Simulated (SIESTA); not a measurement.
Band structure of Rh (Fm-3m, 1 atom in the cell).

```
Rh
1.0
    0.00000     1.90000     1.90000
    1.90000     0.00000     1.90000
    1.90000     1.90000     0.00000
Rh
1
Cartesian
  0.00000   0.00000   0.00000
```

Method: GGA PBE, numerical atomic orbitals DZP, PseudoDojo PBE standard norm-conserving potentials (rewritten from UPF to PSML) in SIESTA.

Settings: XC.functional = GGA; XC.authors = PBE; potentials = PseudoDojo PBE standard; PAO.BasisSize = DZP; PAO.EnergyShift = 0.01 Ry; MeshCutoff = 350 Ry; kgrid.MonkhorstPack = 15 15 15; OccupationFunction = MP; OccupationMPOrder = 0; ElectronicTemperature = 200 meV; MaxSCFIterations = 150; SCF.Mixer.Method = Pulay; SCF.Mixer.Weight = 0.1; SCF.Mixer.History = 6.

The starting cell has typed, rounded lattice constants, without a prior relaxation at this level. Spin polarisation is off. Values carry the incompleteness of an atom-centred basis.

Levels in eV from the Fermi level, bands 5 to 10:
```tsv
point	5	6	7	8	9	10
Γ	-7.95	-3.10	-3.10	-3.10	-1.00	-1.00
X	-6.32	-5.98	0.53	0.96	0.96	3.49
W	-5.02	-3.81	-3.81	-1.18	0.97	9.91
K	-5.48	-4.77	-2.05	-0.70	0.35	8.02
L	-6.12	-3.18	-3.18	0.55	0.55	0.84
U	-5.48	-4.77	-2.05	-0.70	0.35	8.02
```

Bands cross the Fermi level along this path, so the cell is metallic at this level.

Higher empty bands are left out: an atom-centred basis made for the valence describes them poorly.
